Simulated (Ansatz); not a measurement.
The parent structure is TiO₂ in the anatase structure (space group I4_1/amd, No. 141; a = 3.7984 Å, c = 9.7038 Å).

(Cell as relaxed with PBE.)

Levels (all Ansatz, a quantum-chemistry and plane-wave program, PAW, earlier PAW set): PBE (420 eV, without spin-orbit coupling); PBEsol (420 eV, no spin-orbit coupling).

Each level relaxes its own structure.

```csv
base,PBE,PBEsol
volume per atom,11.67 Å³,11.32 Å³
lattice parameter a,379.8 pm,377.0 pm
band gap,2.13 eV,2.11 eV
```

The change: every lattice vector is shortened by 4.64 %; the atoms relax in the strained cell.

```tsv
quantity	PBE	PBEsol
energy relative to the base (free energy F)	+157 meV/atom	…
shift of the gap caused by the change	+0.15 eV	…
pressure (mean of the normal stresses, compression positive)	36.89 GPa	…
```

**Question.** What does PBEsol give?

**Answer.** 
- energy relative to the base (free energy F), PBEsol: +163 meV/atom
- shift of the gap caused by the change, PBEsol: +0.11 eV
- pressure (mean of the normal stresses, compression positive), PBEsol: 39.55 GPa

PBE's energy relative to the base lies 6.3 meV/atom below PBEsol's; PBE's shift of the gap caused by the change lies 0.04 eV above PBEsol's; PBE's pressure lies 2.666 GPa below PBEsol's. Neither level is exact; PBEsol is the comparison here, not a measurement.

Semilocal Kohn–Sham gaps tend to fall short of experiment. Stability against distortions was not tested. The final runs are not spin-polarised.
